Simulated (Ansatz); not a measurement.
**Point defect Cl_Pd in fcc Pd**

Level of theory: PBE, PAW (plane waves to 420 eV; Ansatz, a first-principles code). Set-up: 32-site cell; 6×6×6 shifted k-points; start: the Pd site; energies good to tenths of an eV; the relaxation kept the symmetry of the starting site.

Neighbours after relaxation, in Å: of the Cl atom: Pd 2.82, Pd 2.82, Pd 2.82, Pd 2.82, Pd 2.82, Pd 2.82, Pd 2.82, Pd 2.82 (the shell may go on).

Formation energies E_f are those of the neutral cell. Chemical conditions: host crystal and elements as references (Δμ(Pd) = 0.00 eV, Δμ(Cl) = 0.00 eV; Cl taken from its element, since no compound that bounds it was computed at this level; only phases computed here count, gases as isolated molecules at 0 K). Reference phases: Cl: Cl2 molecule in a box, Pd: fcc Pd.

```
charge         moment (μB)  point group  largest move off a lattice site (Å)  E_f, host crystal and elements as references (eV)
------  ------------------  -----------  -----------------------------------  -------------------------------------------------
0       not spin-polarised           Oh                                 0.03                                               1.46
```

Point groups are those of the whole cell at tolerances of 0.03 and 0.1 Å ("near" where only the looser one holds); none is given for unsettled states.

All states together cost very roughly 7 core-minutes.
